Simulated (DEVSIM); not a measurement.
Structure: double heterostructure, Ge between p- and n-type Si, at 300 K.

| layer (left to right) | material | thickness (μm) | Nd (cm⁻³) | Na (cm⁻³) | τn (s) | τp (s) |
|---|---|---|---|---|---|---|
| 1 | Si | 0.850 | 3.5e17 | - | 4.9e-6 | 4.9e-6 |
| 2 | Ge | 0.220 | - | 3.8e15 | 4.9e-6 | 4.9e-6 |
| 3 | Si | 0.260 | - | 1.2e18 | 1.5e-5 | 4.9e-6 |

Left contact: ohmic. Right contact: ohmic. Voltage is applied to the left contact. Recombination: SRH at mid-gap, radiative. Mobility is μmin + (μ − μmin)/(1 + (N/Nref)^α).

Constants are typed, rounded textbook-type inputs, not results; the design itself was drawn at random and stands for no fabricated device. Values at 300 K.

| parameter | Si | Ge |
|---|---|---|
| gap (eV) | 1.124 | 0.664 |
| affinity (eV) | 4.05 | 4 |
| permittivity | 11.7 | 16 |
| Nc (cm⁻³) | 2.86e19 | 1.04e19 |
| Nv (cm⁻³) | 3.1e19 | 6e18 |
| μn (cm²/Vs) | 1417 | 3900 |
| μp (cm²/Vs) | 470 | 1900 |
| μn,min | 52 | 150 |
| μp,min | 45 | 100 |
| Nref,n | 9.7e16 | 2.6e17 |
| Nref,p | 2.2e17 | 4e17 |
| αn | 0.68 | 0.56 |
| αp | 0.72 | 0.6 |
| B (cm³/s) | 4.7e-15 | 6.4e-14 |

DEVSIM, 1D drift-diffusion, Boltzmann statistics, complete ionisation; no tunnelling, impact ionisation, image-force lowering or self-heating. Band offsets follow the typed affinities; no thermionic-emission limit at abrupt steps, no polarisation charge.

Question: Give the dark forward current.

Answer: 
```json
[
 {"V (V)": "-0.05", "J (A/cm²)": "-3.2e-6"},
 {"V (V)": "-0.10", "J (A/cm²)": "-1.3e-5"},
 {"V (V)": "-0.15", "J (A/cm²)": "-4.5e-5"},
 {"V (V)": "-0.20", "J (A/cm²)": "-0.00015"},
 {"V (V)": "-0.25", "J (A/cm²)": "-0.00054"},
 {"V (V)": "-0.30", "J (A/cm²)": "-0.0018"},
 {"V (V)": "-0.35", "J (A/cm²)": "-0.0057"},
 {"V (V)": "-0.40", "J (A/cm²)": "-0.016"},
 {"V (V)": "-0.45", "J (A/cm²)": "-0.046"},
 {"V (V)": "-0.50", "J (A/cm²)": "-0.14"},
 {"V (V)": "-0.55", "J (A/cm²)": "-0.43"},
 {"V (V)": "-0.60", "J (A/cm²)": "-1.4"},
 {"V (V)": "-0.65", "J (A/cm²)": "-5.2"},
 {"V (V)": "-0.70", "J (A/cm²)": "-21"},
 {"V (V)": "-0.75", "J (A/cm²)": "-91"},
 {"V (V)": "-0.80", "J (A/cm²)": "-420"},
 {"V (V)": "-0.85", "J (A/cm²)": "-1800"},
 {"V (V)": "-0.90", "J (A/cm²)": "-5900"}
]
```
